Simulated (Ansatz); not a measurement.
**HgS in the zinc blende structure (space group F-43m, No. 216)**

Space group F-43m (No. 216); a = b = c = 5.992 Å, α = β = γ = 90.00°

```csv
atom,site,symmetry,x,y,z
S,4d,-43m,0.7500,0.7500,0.7500
Hg,4a,-43m,0.0000,0.0000,0.0000
```
(The calculation used a cell of 2 atoms; values per cell refer to that cell.)

Calculations: PBE (Ansatz, a quantum-chemistry and plane-wave program), scalar-relativistic without spin-orbit coupling. Γ-centred 10×10×10 mesh, Fermi–Dirac width 0.05 eV.

```yaml
volume_per_atom: 26.89 Å³
density: 7.18 g/cm³
band_gap: zero
total_energy: -7357.905 eV/atom (σ→0; compares only within this code and set-up)
```

Spin-orbit coupling, missing from the scalar runs, can matter with Hg. Stability against distortions was not tested. All final runs are without spin polarisation. The zero or small gap of HgS can change with the level of theory.
